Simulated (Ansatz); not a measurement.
Start from TiB2 (space group P6/mmm, No. 191; a = 3.017 Å, c = 3.185 Å). Axes: x lies along a and z along c of the hexagonal cell.

Structures relaxed with PBEsol/PAW in Ansatz (a first-principles code), no spin-orbit coupling, earlier PAW set.

Base:

Simulated powder pattern, Cu Kα1, λ = 1.54056 Å (kinematic, ideal powder, no thermal factors, no anomalous dispersion; the 10 strongest lines at most, above 2 %, up to 2θ = 90°):

| 2θ (°) | I/Imax (%) | hkl |
|---|---|---|
| 27.99 | 20 | (001) |
| 34.29 | 58 | (100) |
| 44.83 | 100 | (101) |
| 57.85 | 9.1 | (002) |
| 61.40 | 22 | (110) |
| 68.80 | 8.7 | (111) |
| 69.01 | 13 | (102) |
| 72.25 | 5.5 | (200) |
| 79.17 | 15 | (201) |
| 89.39 | 15 | (112) |

One thing is altered: biaxial strain +2.11 %, plane normal [001], relaxed out of plane (Cartesian); in-plane vectors clamped, the third vector and the atoms free.

**Question.** Predict the new powder pattern.

**Answer.** 
Simulated powder pattern, Cu Kα1, λ = 1.54056 Å (kinematic, ideal powder, no thermal factors, no anomalous dispersion; the 10 strongest lines at most, above 2 %, up to 2θ = 90°):

```json
[
 {"2θ (°)": "28.27", "I/Imax (%)": "19", "hkl": "(001)"},
 {"2θ (°)": "33.56", "I/Imax (%)": "60", "hkl": "(100)"},
 {"2θ (°)": "44.44", "I/Imax (%)": "100", "hkl": "(101)"},
 {"2θ (°)": "58.48", "I/Imax (%)": "8.5", "hkl": "(002)"},
 {"2θ (°)": "60.00", "I/Imax (%)": "23", "hkl": "(110)"},
 {"2θ (°)": "67.63", "I/Imax (%)": "9.0", "hkl": "(111)"},
 {"2θ (°)": "69.14", "I/Imax (%)": "12", "hkl": "(102)"},
 {"2θ (°)": "70.53", "I/Imax (%)": "5.8", "hkl": "(200)"},
 {"2θ (°)": "77.65", "I/Imax (%)": "16", "hkl": "(201)"},
 {"2θ (°)": "88.70", "I/Imax (%)": "15", "hkl": "(112)"}
]
```

The indices refer to the base's conventional cell; one index is shown for lines that coincide.

No phonon test of stability was made. All final runs are without spin polarisation.
